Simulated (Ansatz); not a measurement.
Consider PbS in the zinc blende structure (space group F-43m, No. 216; a = 6.543 Å; a hypothetical phase, not in the database extracts checked). Axes: x, y, z lie along the cube axes.

Now apply this change: tensor shear ε_yz = +0.37 % (engineering shear γ = 0.0074), atoms relaxed at fixed cell.

Levels (all Ansatz, a program for electronic structure, PAW): PBEsol (420 eV, no SOC); r2SCAN (500 eV, no spin-orbit coupling); HSE06 (420 eV, no SOC).

One geometry, relaxed with PBEsol, under each level:

| level | band gap | lowest conduction level above the VBM at special points | electron mass | pressure |
|---|---|---|---|---|
| PBEsol | 0.63 eV | T 0.63 eV; X 0.63 eV; Y₀ 1.70 eV; U₀ 1.70 eV | 1.7 mₑ along k, 0.35 mₑ across (at T) | 0.00 GPa |
| r2SCAN | 0.88 eV | T 0.88 eV; X 0.88 eV; Y₀ 1.95 eV; U₀ 1.95 eV | 1.6 mₑ along k, 0.35 mₑ across (at T) | 1.08 GPa |
| HSE06 | 1.22 eV | T 1.22 eV; X 1.22 eV; Y₀ 2.31 eV; Γ 3.06 eV | – | – |

Single points use the geometry relaxed with PBEsol. Their cutoffs differ, which shifts pressures a little. HSE06 was sampled on its mesh, a few special points and the semilocal edge points, so its gap is an upper bound. Spin-orbit coupling, missing from the scalar runs, can matter with Pb. The cells carry an imposed strain or load. Masses are band curvatures over ±0.01 Å⁻¹ around the edge. Along k means along the line from Γ to the band edge. Whether these cells are dynamically stable was not tested. Labels are those of the standard path for the cell's own space group.
